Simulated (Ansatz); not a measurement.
Level of theory: PBE (plane waves to 420 eV, PAW; Ansatz, an electronic-structure program).

Electrostatic potential energy of an electron, averaged over planes parallel to the surface, in eV from the Fermi level, for S on the 1x1 (111) surface of fcc Ag, one in a 2x2 cell, started at the site 'hollow Ag-Ag-Ag over Ag at depth 2.4 Å':

(z (Å), V (eV)): (5.30, 4.46); (5.59, 4.46); (5.89, 4.46); (6.18, 4.45); (6.48, 4.45); (6.77, 4.43); (7.07, 4.41); (7.36, 4.35); (7.66, 4.22); (7.95, 3.96); (8.24, 3.41); (8.54, 2.19); (8.83, -0.98); (9.13, -6.19); (9.42, -10.51); (9.72, -11.93); (10.01, -9.91); (10.31, -5.30); (10.60, -0.57); (10.89, 1.00); (11.19, -1.05); (11.48, -5.96); (11.78, -10.40); (12.07, -12.08); (12.37, -10.33); (12.66, -5.85); (12.96, -0.95); (13.25, 0.99); (13.54, -0.75); (13.84, -5.56); (14.13, -10.11); (14.43, -12.01); (14.72, -10.48); (15.02, -6.13); (15.31, -1.16); (15.61, 1.07); (15.90, -0.26); (16.19, -4.89); (16.49, -9.67); (16.78, -11.99); (17.08, -10.90); (17.37, -6.85); (17.67, -1.93); (17.96, 0.44); (18.26, 0.73); (18.55, 1.15); (18.84, 1.80); (19.14, 3.14); (19.43, 4.59); (19.73, 5.21); (20.02, 5.46); (20.32, 5.55); (20.61, 5.59); (20.91, 5.61); (21.20, 5.62); (21.49, 5.62); (21.79, 5.62); (22.08, 5.62); (22.38, 5.62); (22.67, 5.62); (22.97, 5.62)

Model: 17-atom slab, 7.1 Å thick at the start under the adsorbate (thin: gaps and levels are the slab's own), 6x6x1 mesh, Fermi-Dirac 0.1 eV, dipole correction, 8 atoms held, the rest relaxed; held to the start's symmetry, so lower structures may exist; spin-polarised, no spin-orbit, no U, no dispersion correction. The starting moment vanished. At the end it is bonded to 3 Ag. In PBE this state lies 0.08 eV over the lowest of the starts that converged ('hollow Ag-Ag-Ag over Ag at depth 4.7 Å').

Question: The surface cell has an area of 29.81 Å². What dipole along the normal does the step between the two vacuum levels imply?

Answer: the top vacuum level lies 1.16 eV above the bottom one; p = −ε₀ A ΔV (ε₀ = 0.005526 e/(V·Å)) gives -0.19 e·Å a cell.
